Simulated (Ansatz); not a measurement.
**CdTe under a change: pressure 30 GPa**

The reference is CdTe in the zinc blende structure (space group F-43m, No. 216; a = 6.558 Å).

Perturbation: a hydrostatic pressure of 30 GPa.

Level of theory: r2SCAN in Ansatz (plane waves to 500 eV, PAW, no spin-orbit coupling). Γ-centred 9×9×9 mesh, Fermi–Dirac width 0.05 eV.

The volume per atom falls by 10.12 Å³ (35.25 Å³ → 25.13 Å³) and the density goes up by 2.28 g/cm³, from 5.65 g/cm³ to 7.93 g/cm³. The lattice parameter a shrinks by 0.700 Å (6.558 Å → 5.858 Å) and the shortest interatomic distance drops by 0.303 Å (2.840 Å → 2.537 Å). The enthalpy H = E + PV relative to the base's energy amounts to +5.39 eV/atom and the band gap goes up by 0.887 eV to 2.05 eV. The gap character becomes indirect, Γ → X (base: direct at Γ) and the smallest direct gap rises by 1.088 eV to 2.25 eV. The width of the top valence band increases by 1.81 eV to 3.90 eV and the electron mass goes from 0.090 mₑ (at Γ) to 2.5 mₑ along k, 0.25 mₑ across (at X). The hole mass (degenerate bands, along [100]) becomes 0.13, 0.31, 0.31 mₑ (at Γ) (base: 0.092, 0.55, 0.55 mₑ (at Γ)) and the valley order (the lowest conduction-band minima on the path, energy above the VBM, named in the base's zone) changes from Γ 1.17 eV; L along ⟨111⟩ 2.20 eV to X along ⟨100⟩ 2.05 eV; Γ 2.25 eV; L along ⟨111⟩ 2.49 eV.

Final structure:

```yaml
crystal:
  lattice:
    - [0.00000, 2.92892, 2.92892]
    - [2.92892, 0.00000, 2.92892]
    - [2.92892, 2.92892, 0.00000]
  atoms:
    - { symbol: Te, position: [0.75000, 0.75000, 0.75000] }
    - { symbol: Cd, position: [0.00000, 0.00000, 0.00000] }
```

With Te present, leaving out spin-orbit coupling can change the band edges. Load acts through the strain it causes; cell and atoms are relaxed under it. Masses are band curvatures over ±0.01 Å⁻¹ around the edge. Along k means along the line from Γ to the band edge. No phonon test of stability was made. Measured, CdTe leaves this structure (for cinnabar) near 3.53 GPa (temperature not stated; as listed in Datta, Sujoy, Jana, Debnarayan, arXiv (2020)), on rising pressure, with hysteresis.

Ansatz is a program for electronic structure.
